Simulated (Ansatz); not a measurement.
Given:

```yaml
crystal:
  lattice:
    - [-2.76853, 2.76853, 5.47828]
    - [2.76853, -2.76853, 5.47828]
    - [2.76853, 2.76853, -5.47828]
  atoms:
    - { symbol: Cu, position: [0.75000, 0.25000, 0.50000] }
    - { symbol: Cu, position: [0.00000, 0.00000, 0.00000] }
    - { symbol: Ga, position: [0.25000, 0.75000, 0.50000] }
    - { symbol: Ga, position: [0.50000, 0.50000, 0.00000] }
    - { symbol: Se, position: [0.12034, 0.12500, 0.49534] }
    - { symbol: Se, position: [0.62966, 0.62500, 0.50466] }
    - { symbol: Se, position: [0.37500, 0.87966, 0.00466] }
    - { symbol: Se, position: [0.87500, 0.37034, 0.99534] }
```

No spin polarisation.

Calculations: r2SCAN (Ansatz, a first-principles code; PAW; 500 eV plane waves; spin-orbit coupling left out). Γ-centred 8×8×8 mesh, Fermi–Dirac width 0.05 eV.

Question: What is the computed electron mass?

Answer: 0.085 mₑ along c, 0.092 mₑ across (at Γ).

Question: Predict the hole mass.

Answer: 0.099 mₑ along c, 0.62 mₑ across (at Γ).

Question: What is the computed band gap?

Answer: 0.74 eV.

Question: What is the computed gap character?

Answer: Direct at Γ.

The cells carry an imposed strain or load. Effective masses come from finite differences of ±0.01 Å⁻¹. Whether these cells are dynamically stable was not tested. The final runs are not spin-polarised. The cell was made from GaCuSe₂ in the chalcopyrite structure (space group I-42d, No. 122) by this change: isotropic strain −1.27 %.
